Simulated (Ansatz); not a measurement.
MgO (Fm-3m), Ansatz (an electronic-structure program) with r2SCAN, rigid bands: Condition of this run: hydrostatic pressure 5 GPa (the target of the relaxation). band gap 5.97 eV, N_c = 5.86e18 cm⁻³ and N_v = 2.86e20 cm⁻³ at 300 K, conductivity masses of 0.382 mₑ (electrons) and 2.24 mₑ (holes). Take k_BT = 0.02585 eV.

Q: A film of it is 3 nm thick. Estimate the confinement energies in an infinite well.

A: ħ²π²/(2m t²) = 0.376 eV·nm²/(m/mₑ × t²) gives 109 meV for electrons and 18.7 meV for holes, so the gap would widen to about 6.10 eV. Finite barriers and nonparabolic bands lower this, and with several valleys or bands the heaviest mass along the normal sets the lowest level, not this average.

Q: What thermal injection velocity √(2k_BT/πm) limits a ballistic channel?

A: 8.70e6 cm/s for electrons and 3.59e6 cm/s for holes, a ratio of √(m_h/m_e) = 2.42, for dilute carriers.

Q: Find the intrinsic carrier density and the intrinsic Fermi level.

A: n_i = √(N_c N_v) exp(−E_g/2k_BT) = 4.09e19 × exp(−115.46) = 2.9e-31 cm⁻³. The level lies (k_BT/2) ln(N_v/N_c) = 50 meV from mid-gap (positive towards the conduction band). Each 0.1 eV added to the gap lowers n_i by a factor of 6.9.

Rigid, parabolic bands with the computed gap; masses take one relaxation time for all states. Spin-orbit coupling is left out.
